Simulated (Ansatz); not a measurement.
Impurities on the C site of metastable 2H silicon carbide. The bounds on chemical potentials count only the phases computed here; "not settled" covers levels within 0.1 eV of a band edge and carriers that are partly localised.

Calculation: PBE, PAW (plane waves to 420 eV; Ansatz, a quantum-chemistry and plane-wave program). Set-up: 96-site cell; 2×2×2 shifted k-points; host gap 2.31 eV; charged states image-corrected; corrections pass 1 eV, so highly charged states may be off by several tenths; flagged in the runs: for some of the defects a host whose relaxation on this sampling wasn't shown to rest, a strain field that reaches the edge of the cell.

| impurity | neighbours in the neutral state (Å) | moment (μB) | E_f of the neutral state (eV; limit and bounding phases) | levels above the VBM (eV) |
|---|---|---|---|---|
| O | Si 1.75, Si 1.80, Si 1.91 | not spin-polarised | 4.12 (C-rich, alpha cristobalite) | (+2/+1) 1.46; (+1/0) 1.70 |
| B | Si 1.93, Si 1.94, Si 1.94, Si 1.94 | 1.0 | 2.39 (C-rich, B4C (Cm)) | (0/−1) 0.26 |
| Al | Si 2.20, Si 2.20, Si 2.24, Si 2.25 | 1.0 | 7.44 (C-rich, Al4C3 (R-3m)) | (+1/0) 0.73; (0/−1) 1.35 |
| N | Si 1.92, Si 1.92, Si 1.93, Si 1.93 | 1.0 | – | shallow donor |
| Se | Si 2.25, Si 2.26, Si 2.27, Si 2.51 | not spin-polarised | – | (+2/+1) 1.91; (+1/0) 2.12 |

Deep levels: O, B, Al, Se. Shallow donors: N. Shallow acceptors: none. No level in the gap: none. Not decided here: none.
